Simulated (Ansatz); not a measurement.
Cell of hcp Y (0 0 1) on tetragonal ZrO2 (1 0 1) (film strained to the substrate, started from cuts of the bulks and a machine-learned relaxation; slabs Zr8O20 and Y8, which can lie off the formulas), relaxed at this level with a, b, gamma of the cell held:

```yaml
crystal:
  lattice:
    - [6.40406, 0.00074, -0.09830]
    - [-0.00031, 3.62138, 0.02314]
    - [-0.91590, 1.68823, 24.07006]
  atoms:
    - { symbol: Zr, position: [0.37844, 0.43487, 0.10794] }
    - { symbol: Zr, position: [0.86852, 0.93508, 0.10741] }
    - { symbol: O, position: [0.21767, 0.94514, 0.08785] }
    - { symbol: O, position: [0.86014, 0.98016, 0.01878] }
    - { symbol: O, position: [0.33828, 0.48394, 0.01114] }
    - { symbol: O, position: [0.66994, 0.45086, 0.07739] }
    - { symbol: Zr, position: [0.07852, 0.37206, 0.23219] }
    - { symbol: Zr, position: [0.56990, 0.87209, 0.23263] }
    - { symbol: O, position: [0.91631, 0.87924, 0.21817] }
    - { symbol: O, position: [0.58023, 0.91541, 0.14749] }
    - { symbol: O, position: [0.99756, 0.41843, 0.14054] }
    - { symbol: O, position: [0.36136, 0.39104, 0.19558] }
    - { symbol: Zr, position: [0.77725, 0.30847, 0.35844] }
    - { symbol: Zr, position: [0.26478, 0.80916, 0.35734] }
    - { symbol: O, position: [0.60409, 0.81284, 0.34979] }
    - { symbol: O, position: [0.28355, 0.85269, 0.27130] }
    - { symbol: O, position: [0.67544, 0.35371, 0.26881] }
    - { symbol: O, position: [0.05710, 0.32808, 0.31973] }
    - { symbol: Zr, position: [0.45859, 0.24363, 0.48670] }
    - { symbol: Zr, position: [0.92959, 0.74602, 0.48190] }
    - { symbol: O, position: [0.26730, 0.74192, 0.49029] }
    - { symbol: O, position: [0.97521, 0.78933, 0.39628] }
    - { symbol: O, position: [0.34264, 0.28732, 0.40034] }
    - { symbol: O, position: [0.74844, 0.26375, 0.44686] }
    - { symbol: O, position: [0.94496, 0.66948, 0.63396] }
    - { symbol: O, position: [0.66097, 0.72321, 0.52677] }
    - { symbol: O, position: [0.00439, 0.21783, 0.53799] }
    - { symbol: O, position: [0.42026, 0.19894, 0.57477] }
    - { symbol: Y, position: [0.24078, 0.69088, 0.59074] }
    - { symbol: Y, position: [0.75581, 0.18563, 0.60218] }
    - { symbol: Y, position: [0.95917, 0.62437, 0.72536] }
    - { symbol: Y, position: [0.46492, 0.11928, 0.73692] }
    - { symbol: Y, position: [0.32230, 0.56199, 0.85176] }
    - { symbol: Y, position: [0.81676, 0.06263, 0.85078] }
    - { symbol: Y, position: [0.17369, 0.99777, 0.98386] }
    - { symbol: Y, position: [0.67019, 0.49752, 0.98453] }
```

These are PBE (plane waves to 420 eV, PAW; Ansatz, a first-principles code) values and carry that method's errors. Scalar-relativistic, without spin–orbit coupling; the runs are not spin-polarised. Its k-point mesh 5×9×1, Fermi–Dirac width 0.05 eV.

Problem. Give the plane-averaged electrostatic potential energy of an electron along the normal (the smooth PAW potential), about its mean over the cell.

Solution. 
```
z (Å) | V (eV)
    0.000 | ##### -6.77
    0.148 | ###### -5.72
    0.445 | ############# -1.37
    0.594 | ################# 1.22
    0.742 | ##################### 3.61
    1.039 | ########################## 7.07
    1.187 | ########################### 7.32
    1.336 | ######################### 6.33
    1.632 | ################## 1.86
    1.781 | ############## -1.07
    2.078 | ##### -6.80
    2.226 | ## -8.65
    2.375 | # -9.42
    2.671 | ## -8.30
    2.820 | #### -7.22
    2.968 | ###### -6.22
    3.265 | ########## -3.14
    3.413 | ############# -1.27
    3.562 | ################ 0.65
    3.859 | ###################### 4.58
    4.007 | ######################### 6.18
    4.155 | ########################## 6.67
    4.452 | ###################### 4.63
    4.601 | ################### 2.71
    4.749 | ############### 0.18
    5.046 | ####### -5.44
    5.194 | ### -7.69
    5.491 |  -9.51
    5.639 | # -9.06
    5.788 | ### -7.69
    6.085 | ####### -4.98
    6.233 | ########## -3.34
    6.381 | ############# -1.60
    6.678 | ################## 2.01
    6.827 | ##################### 3.94
    6.975 | ######################## 5.65
    7.272 | ######################### 6.28
    7.420 | ####################### 5.09
    7.569 | ##################### 3.57
    7.866 | ############## -0.87
    8.014 | ######### -3.77
    8.162 | ##### -6.44
    8.459 |  -9.61
    8.608 |  -9.76
    8.904 | ##### -6.82
    9.053 | ######## -4.93
    9.201 | ########## -3.22
    9.498 | ############### -0.11
    9.646 | ################# 1.39
    9.795 | #################### 3.06
   10.092 | ######################### 6.13
   10.240 | ######################### 6.57
   10.388 | ######################## 5.90
   10.685 | #################### 2.90
   10.834 | ################# 0.99
   10.982 | ############# -1.18
   11.279 | ###### -6.10
   11.427 | ### -8.10
   11.576 |  -9.45
   11.873 | ## -8.50
   12.021 | ##### -6.40
   12.318 | ############# -1.54
   12.466 | ############### 0.16
   12.615 | ################# 1.06
   12.911 | ################### 2.30
   13.060 | #################### 2.96
   13.208 | #################### 3.25
   13.505 | ################# 1.25
   13.653 | ############## -0.85
   13.802 | ########## -3.21
   14.099 | ###### -6.22
   14.247 | ##### -6.50
   14.395 | ###### -5.96
   14.692 | ######### -4.07
   14.841 | ########### -2.77
   14.989 | ############## -1.04
   15.286 | #################### 2.83
   15.434 | ###################### 4.66
   15.731 | ########################### 7.64
   15.880 | ############################# 8.69
   16.028 | ############################# 9.07
   16.325 | ############################ 8.33
   16.473 | ########################### 7.37
   16.622 | ######################## 5.91
   16.918 | ################## 1.69
   17.067 | ############## -0.62
   17.215 | ########### -2.61
   17.512 | ######## -4.71
   17.660 | ######## -4.63
   17.809 | ######### -3.78
   18.106 | ############### -0.11
   18.254 | ################### 2.27
   18.402 | ###################### 4.54
   18.699 | ########################### 7.71
   18.848 | ############################ 8.46
   19.144 | ############################# 8.66
   19.293 | ############################ 8.15
   19.441 | ########################## 7.18
   19.738 | #################### 3.20
   19.887 | ################ 0.60
   20.035 | ############ -1.81
   20.332 | ######## -4.84
   20.480 | ####### -5.21
   20.629 | ######## -4.76
   20.925 | ############# -1.55
   21.074 | ################# 0.92
   21.222 | ##################### 3.55
   21.519 | ########################### 7.50
   21.667 | ############################# 8.55
   21.816 | ############################## 9.21
   22.113 | ############################## 9.50
   22.261 | ############################# 9.15
   22.558 | ########################### 7.45
   22.706 | ######################## 5.94
   22.855 | ##################### 3.78
   23.151 | ############# -1.42
   23.300 | ########## -3.60
   23.448 | ####### -5.15
   23.745 | ##### -6.65
   23.893 | #### -6.97
```
